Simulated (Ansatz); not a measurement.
**How the lattice constant a of YGe2 (model structure, started from the MoSi2 type, I4/mmm, No. 139, 3 atoms in the cell) moves with the method**

No measured value is used here.

```
level (code)         value (Å)
-------------------  ---------
PBE (Ansatz)             3.566
PBEsol (Ansatz)              ?
PBE-D3(BJ) (Ansatz)      3.512
```

Problem. What belongs in the gaps?

Solution. 
- PBEsol (Ansatz, a first-principles code), value (Å): 3.505

Ansatz's density-functional and Hartree–Fock values are scalar-relativistic unless marked +SOC, with PAW data made under PBE.

A model structure was made by putting elements into a prototype or built by hand; it is no filed structure, need not be a known phase, and can be a saddle point held by its symmetry.
